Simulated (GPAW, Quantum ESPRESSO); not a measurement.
A Quantum ESPRESSO input for a self-consistent single point of MgH₂ (P4_2/mnm, 6 atoms in the cell) (DFT, LDA (PZ), plane waves, GBRV 1.5 ultrasoft (LDA) pseudopotentials):

```fortran
&CONTROL
   calculation = 'scf',
   prefix = 'MgH2',
   outdir = './work',
   pseudo_dir = './',
   tprnfor = .true.,
   tstress = .true.,
/
&SYSTEM
   ibrav = 6,
   A = 4.5200000000,
   C = 3.0200000000,
   nat = 6,
   ntyp = 2,
   ecutwfc = 40,
   ecutrho = 200,
   occupations = 'smearing',
   smearing = 'fermi-dirac',
   degauss = 0.000734986,
/
&ELECTRONS
   conv_thr = 1.0e-11,
   mixing_beta = 0.4,
/
ATOMIC_SPECIES
Mg    24.3050  mg_lda_v1.4.uspp.F.UPF
H      1.0080  h_lda_v1.4.uspp.F.UPF
ATOMIC_POSITIONS {crystal}
Mg    0.0000000000    0.0000000000    0.0000000000
Mg    0.5000000000    0.5000000000    0.5000000000
H     0.3040000000    0.3040000000    0.0000000000
H     0.8040000000    0.1960000000    0.5000000000
H     0.1960000000    0.8040000000    0.5000000000
H     0.6960000000    0.6960000000    0.0000000000
K_POINTS {automatic}
5 5 7  0 0 0
```

Give the GPAW input for the same structure, mesh, smearing and functional.

This is the input that was run; spellings and numerical settings could be chosen otherwise.

```python
from ase import Atoms
from ase.units import GPa
from gpaw import GPAW, PW, FermiDirac

atoms = Atoms(['Mg', 'Mg', 'H', 'H', 'H', 'H'],
              cell=[[4.520000, 0.000000, 0.000000],
                    [0.000000, 4.520000, 0.000000],
                    [0.000000, 0.000000, 3.020000]],
              scaled_positions=[[0.000000, 0.000000, 0.000000],
                                [0.500000, 0.500000, 0.500000],
                                [0.304000, 0.304000, 0.000000],
                                [0.804000, 0.196000, 0.500000],
                                [0.196000, 0.804000, 0.500000],
                                [0.696000, 0.696000, 0.000000]],
              pbc=True)

calc = GPAW(mode=PW(850),
            xc='LDA',
            kpts=(5, 5, 7),
            occupations=FermiDirac(0.01),
            nbands=-4,
            convergence={'density': 1e-05, 'bands': -2},
            symmetry={'symmorphic': False, 'tolerance': 0.0005},
            maxiter=120)

atoms.calc = calc

energy = atoms.get_potential_energy()
print('Energy (eV):', round(energy, 6))
forces = atoms.get_forces()
print('Forces (eV/Ang):')
print(forces.round(5))
stress = atoms.get_stress()
print('Stress (GPa, Voigt):', (stress / GPa).round(4))
```

Basis, cutoffs, solver keys and any potentials are the target program's own. This input uses DFT LDA (Perdew-Wang 92), plane waves, GPAW PAW datasets LDA (gpaw-data 1.0.1). LDA parametrisations can differ slightly between programs.

The starting cell has typed, rounded lattice constants, without a prior relaxation at this level.
